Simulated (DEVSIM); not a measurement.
Device: Pd/Si3N4/n-Ge capacitor, at 300 K.

Layer 1 from the left is Si3N4, thickness (nm) 8.10. Layer 2 from the left is Ge, thickness (nm) 540, Nd (cm⁻³) 1.2e18.

Metal gate on the left, work function 5.2 eV. Fixed charge at the semiconductor interface 5.3e11 cm⁻² (in units of +e); no interface traps.

This is a model device: material constants are rounded textbook-type values typed into the input, and sizes, dopings and lifetimes were drawn at random. Values at 300 K.

Si3N4: gap (eV) 5.1, affinity (eV) 2.1, permittivity 7.5. Ge: gap (eV) 0.664, affinity (eV) 4, permittivity 16, Nc (cm⁻³) 1.04e19, Nv (cm⁻³) 6e18.

### Question
Estimate by hand the flat-band voltage, the threshold voltage, and compare with a numerical solution.

### Answer

- Flat-band voltage: C = 0.820 μF/cm², work-function difference 1.144 V; VFB = φms − qNf/C = 1.04 V; numerical 1.04 V.
- Threshold voltage: φF = 0.283 V, depletion charge √(4εqNφF) = 5.56e-7 C/cm²; VT = VFB − 2φF − Qd/C = -0.20 V; numerical -0.20 V.

Model (solved in DEVSIM): 1D Poisson equation in equilibrium, Boltzmann statistics, complete ionisation; no quantum confinement or tunnelling. Metal contacts follow the ideal Schottky-Mott rule: no Fermi-level pinning, no interface dipoles.
